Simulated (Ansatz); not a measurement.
We consider BAs (model structure, from the CdTe type, P6₄22, No. 181), described by PBE+SOC in Ansatz (PAW).

From the output:

```
WARN the atoms were moved onto the symmetric positions of the space group found under crystal.symmetry.tolerance 1.0e-5 (fractional …
Crystal: 6 atoms, lattice volume = 75.384 Å³
Basis set: ecut = 520 eV, 2019 PW (Γ), exchange–correlation on 54×54×120 points (8 copies of the dense FFT grid, shifted against one another)
Bands: 66, of which v1, the nominal top of the filled ones, is band 54 counted from 1 (53 counted from 0)
Symmetry: 12 space group operations + 12 with time reversal
k-points: 185 of 2592 (time reversal used)
Initial density: superposition of atomic densities (chi_scale 0.1, normalization cell, long waves kept (reshape's long-wave potential 0.00 eV rms))
Functional: x = pbe(κ = 0.804, μ = 0.2195149727645171), c = pbe(β = 0.06672455060314922)
spin=Noncollinear: Resta preconditioning applied to the charge; magnetization (m_x, m_y, m_z) channels mix plain (no charge-response kernel on spin).
SCF 1 converged in 9 iterations: F = -15033.993787 eV  dr2 = 1.46e-10
SCF converged after 9 iterations
Free energy (F): -15033.993787 eV
Internal energy: -15033.993762 eV  (E = F + TS)
E sigma→0 (E₀):  -15033.993775 eV
Fermi energy:    13.078669 eV
--- Stress (GPa, compression-positive) ---
        3.839496      -0.000000       0.000000
       -0.000000       3.839496       0.000000
        0.000000       0.000000       4.358162
  P = ⅓ Tr σ = 4.0124 GPa (40.124 kbar)
```

Write an input file that produces this run.

Several could match; the one computed here: 
Ansatz 0.2 input:
```yaml
crystal:
  lattice:
    - [3.4289834487, 0.0000002662, 0.0]
    - [-1.7144919548, 2.9695866426, 0.0]
    - [0.0, 0.0, 7.403152982]
  atoms:
    - { symbol: B, position: [0.0, 0.4999976765, 0.6666666667] }
    - { symbol: B, position: [0.5000023235, 0.5000023235, 0.0] }
    - { symbol: B, position: [0.4999976765, 0.0, 0.3333333333] }
    - { symbol: As, position: [0.0, 0.4999982065, 0.1666666667] }
    - { symbol: As, position: [0.5000017935, 0.5000017935, 0.5] }
    - { symbol: As, position: [0.4999982065, 0.0, 0.8333333333] }
basis:
  ecutwfc: 520
  ecutrho_ratio: 4
  xc_grid: 2
kpoints:
  mp_grid: { grid: [18, 18, 8] }
hamiltonian:
  xc: pbe
  dispersion: none
  pseudopotentials: { kind: paw }
scf:
  occupations: { method: fermi_dirac, width: 0.05 }
  convergence: { dr2_threshold: 0.0000000006 }
output:
  forces: true
  stress: true
  eigenvalues: true
magnetization:
  noncollinear: true
  spin_orbit: true
```

Note: the cell keeps the symmetry of its start, so it can be a saddle point. Note: cell and atoms aren't relaxed at this level (pressure 4.0 GPa).

A model structure was made by putting elements into a prototype or built by hand; it is no filed structure, need not be a known phase, and can be a saddle point held by its symmetry.

Ansatz is a first-principles code.
